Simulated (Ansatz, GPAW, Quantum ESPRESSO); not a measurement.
# One structure in several programs: KRhO3 (Pm-3m, 5 atoms in the cell)

Self-consistent single point.

```yaml
crystal:
  lattice:
    - [3.99158, 0.00000, 0.00000]
    - [0.00000, 3.99158, 0.00000]
    - [0.00000, 0.00000, 3.99158]
  atoms:
    - { symbol: K, position: [0.00000, 0.00000, 0.00000] }
    - { symbol: Rh, position: [0.50000, 0.50000, 0.50000], spin: 1.0 }
    - { symbol: O, position: [0.50000, 0.50000, 0.00000] }
    - { symbol: O, position: [0.00000, 0.50000, 0.50000] }
    - { symbol: O, position: [0.50000, 0.00000, 0.50000] }
```
(The spins are starting values, not results.)

Shared settings, as Ansatz (a program for electronic structure) writes them: kpoints.mp_grid.grid = 5 5 5; scf.occupations.method = fermi_dirac; scf.occupations.width = 0.01 Ry. Potentials and cutoffs stand in the table.

```json
[
 {"code": "Quantum ESPRESSO", "model": "LDA (PZ), GBRV 1.5 ultrasoft (LDA) pseudopotentials", "pressure (GPa)": "-14.83", "size of the net moment (μB/atom)": "0.26", "cutoff": "40 Ry"},
 {"code": "Ansatz", "model": "LDA (PW92), PAW files made with PBE", "pressure (GPa)": "-15.16", "size of the net moment (μB/atom)": "0.26", "cutoff": "30.9 Ry"},
 {"code": "GPAW", "model": "LDA (Perdew-Wang 92), GPAW PAW datasets LDA (gpaw-data 1.0.1)", "pressure (GPa)": "–", "size of the net moment (μB/atom)": "0.26", "cutoff": "900 eV"}
]
```

A dash marks a value that a program does not give, or that is left out as unsure.

On Ansatz's run: with one magnetic atom in the cell only a parallel order is possible.

The spread over the programs that give each value: pressure within 0.33 GPa; size of the net moment within 0.00 μB/atom.

Ansatz's pressure is given at a fixed set of plane waves, as the other plane-wave codes print theirs; with its correction for the finite basis it is -14.66 GPa (the shift of 0.50 GPa shows how far the cutoff is from converged). The pressure of GPAW is left out: its cutoff lies under the one at which its stress was checked. The same LDA comes in different parametrisations, which differ slightly.

On the base mesh (9 9 9) the same programs gave: Ansatz pressure -15.60 GPa; Quantum ESPRESSO pressure -15.26 GPa.

The values differ from the base mesh's, so the mesh still matters here: the table compares the programs at equal settings.

The starting cell comes from a database of computed structures (which also holds hypothetical and non-ambient phases and stackings), without a prior relaxation at this level.

Keys are those of Ansatz 0.2.
